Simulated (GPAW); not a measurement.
Worked example: self-consistent single point of CuGePSe (R3m, 4 atoms in the cell) in GPAW.

Level of theory: LDA (Perdew-Wang 92), GPAW PAW datasets LDA (gpaw-data 1.0.1) (plane waves; GPAW).

```
CELL_PARAMETERS angstrom
      1.95381     1.12803     6.36818
     -1.95381     1.12803     6.36818
      0.00000    -2.25606     6.36818
ATOMIC_POSITIONS crystal
  Cu 0.99816 0.99816 0.99816
  Ge 0.49801 0.49801 0.49801
  P  0.88117 0.88117 0.88117
  Se 0.37267 0.37267 0.37267
```

Reference input (self-consistent single point, DFT LDA (Perdew-Wang 92), plane waves, GPAW PAW datasets LDA (gpaw-data 1.0.1)): mode = pw; ecut = 850 eV; xc = LDA; kpts = 6 6 6; mesh shift (steps) = 0.5 0.5 0.5; occupations.name = fermi-dirac; occupations.width = 0.1 eV; nbands = -10; symmetry.symmorphic = false; symmetry.tolerance = 0.0005; maxiter = 100. This run's input differs from it in these lines:

```diff
@@ -17,3 +17,3 @@
             kpts=(6, 6, 6),
-            occupations=FermiDirac(0.1),
+            occupations=FermiDirac(0.2),
             nbands=-10,
```

Output, abridged:

```
     iter     time        total  log10-change:
                         energy   eigst   dens
iter:   1 --:--:--   -21.824105
iter:   2 --:--:--   -21.191482   -1.51  -1.16
iter:   3 --:--:--   -20.975199   -1.97  -1.16
iter:   4 --:--:--   -20.727986   -1.04  -1.19
iter:   5 --:--:--   -20.709821   -2.29  -1.45
iter:   6 --:--:--   -21.499713   -0.69  -1.61
iter:   7 --:--:--   -20.626730   -1.28  -1.39
iter:   8 --:--:--   -20.599950   -2.03  -2.11
iter:   9 --:--:--   -20.601580   -3.06  -2.31
iter:  10 --:--:--   -20.602260c  -3.89  -2.41
iter:  11 --:--:--   -20.599412c  -4.43  -2.49
iter:  12 --:--:--   -20.598383c  -3.78  -2.53
iter:  13 --:--:--   -20.597611c  -4.56  -2.65
iter:  14 --:--:--   -20.597930c  -3.97  -3.07
iter:  15 --:--:--   -20.597770c  -5.46  -3.37
iter:  16 --:--:--   -20.597846c  -5.88  -3.60
iter:  17 --:--:--   -20.597928c  -6.35  -3.72
iter:  18 --:--:--   -20.597915c  -6.94  -3.90
iter:  19 --:--:--   -20.597896c  -7.62c -4.08c
Converged after 19 iterations.

Dipole moment: (-0.000000, 0.000001, 22.378773) |e|*Ang

Energy contributions relative to reference atoms: (reference = -177258.694210)

Kinetic:         +8.680330
Potential:      -10.870655
External:        +0.000000
XC:             -18.404261
Entropy (-ST):   -0.132525
Local:           +0.062952
SIC:             +0.000000
--------------------------
Free energy:    -20.664159
Extrapolated:   -20.597896

Showing only first 2 kpts
 Kpt  Band  Eigenvalues  Occupancy
  0    11      4.90083    1.82657
  0    12      5.19615    1.41276
  0    13      5.82358    0.18909
  0    14      7.76428    0.00001

  1    11      5.18759    1.43035
  1    12      5.57449    0.53245
  1    13      5.57449    0.53245
  1    14      7.30548    0.00013

Fermi level: 5.37172

No gap
No difference between direct/indirect transitions
Energy (eV): -20.597896

Forces in eV/Ang:
  0 Cu    0.00000    0.00000    0.02430
  1 Ge    0.00000    0.00000    0.19868
  2 P     0.00000    0.00000    0.00381
  3 Se    0.00000   -0.00000   -0.23176

Stress tensor:
     0.031675     0.000000    -0.000000
     0.000000     0.031675    -0.000000
    -0.000000    -0.000000     0.026853
Stress (GPa, Voigt): [ 5.075   5.075   4.3023 -0.     -0.      0.    ]
```

The run converged in 19 iterations. GPAW prints stress with tension positive. Against the reference run the free energy drops by 12.1 meV/atom, the pressure goes from -4.92 to -4.82 GPa and the largest force goes from 0.197 to 0.232 eV/Å.

The starting cell comes from a database of computed structures (which also holds hypothetical and non-ambient phases and stackings), without a prior relaxation at this level. Spin polarisation is off. With a pressure of about -5 GPa the cell is away from its equilibrium volume at this level. The run gives no clean gap (levels at the Fermi energy touch, overlap or are partly filled at this smearing), which alone does not show that the compound is a metal.

Cost on one core of a shared machine: roughly 2 min.
